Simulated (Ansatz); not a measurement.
## ZnGeAs2 under a change: tensor shear ε_xz = +1.20 %

Take ZnGeAs2 in the chalcopyrite structure (space group I-42d, No. 122; a = 5.655 Å, c = 11.187 Å) as the base. Axes: x, y, z lie along a, b, c of the conventional cell.

One thing is altered: a pure shear with ε_xz = ε_zx = 0.0120, atoms relaxed at fixed cell.

Method: PBEsol (Ansatz, an electronic-structure program), without spin-orbit coupling. Γ-centred 8×8×8 mesh, Fermi–Dirac width 0.05 eV.

```csv
quantity,base,changed,shift
volume per atom,22.36 Å³,22.36 Å³,0.00 Å³
space group,I-42d (No. 122),C2 (No. 5),–
shortest interatomic distance,4.603 bohr,4.588 bohr,-0.015 bohr
energy relative to the base (free energy F),0 meV/atom,+2.1 meV/atom,+2.1 meV/atom
"pressure (mean of the normal stresses, compression positive)",0.01 GPa,0.02 GPa,+0.017 GPa
band gap,0.16 eV,0.08 eV,-0.074 eV
gap character,direct at Γ,direct at Γ,–
"valence-band top at Γ (three highest levels, from the VBM)","0.00, -0.08, -0.08 eV","0.00, -0.16, -0.21 eV",–
largest internal atomic displacement,–,0.014 Å,–
"stress (xx, yy, zz, yz, xz, xy; compression positive)",–,"(0.03, 0.01, 0.04, 0.00, -1.25, 0.00) GPa",–
```

The cells carry an imposed strain or load. No phonon test of stability was made. The zero or small gap of ZnGeAs2 can change with the level of theory. k-point labels follow each cell's own Brillouin zone.
